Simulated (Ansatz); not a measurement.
The starting structures come from a database of crystals and need not be the phases stable at ambient conditions.

Inside the gap of an insulator the Bloch states are evanescent, with a wavenumber k + iκ along the transport direction.

Consider the following.

```
CELL_PARAMETERS angstrom
      4.01365     0.00000     0.00000
      0.00000    14.61070     0.00000
      0.00000     0.00000     8.85064
ATOMIC_POSITIONS crystal
  K  0.75000 0.82207 0.42844
  K  0.25000 0.17793 0.57156
  K  0.25000 0.32207 0.07156
  K  0.75000 0.67793 0.92844
  Cd 0.25000 0.94542 0.82828
  Cd 0.75000 0.05458 0.17172
  Cd 0.75000 0.44542 0.67172
  Cd 0.25000 0.55458 0.32828
  Cl 0.25000 0.10301 0.97946
  Cl 0.75000 0.89699 0.02054
  Cl 0.75000 0.60301 0.52054
  Cl 0.25000 0.39699 0.47946
  Cl 0.75000 0.01102 0.66442
  Cl 0.25000 0.98898 0.33558
  Cl 0.25000 0.51102 0.83558
  Cl 0.75000 0.48898 0.16442
  Cl 0.75000 0.28879 0.79237
  Cl 0.25000 0.71121 0.20763
  Cl 0.25000 0.78879 0.70763
  Cl 0.75000 0.21121 0.29237
```

Space group of this cell: Pnma. The cell is taken as given.

Transport runs along the normal of the first two printed cell vectors.

The gap is the functional's own, uncorrected, and κ follows it; spin-orbit coupling is left out. Mid-gap values are interpolated between the computed energies.

**Question.** Give the band gap and the smallest decay constant κ at mid-gap that r2SCAN (Ansatz, a first-principles code) yields.

**Answer.** Gap 4.30 eV on a 8×2×4 mesh; κ = 0.358 1/Å, at the zone centre.
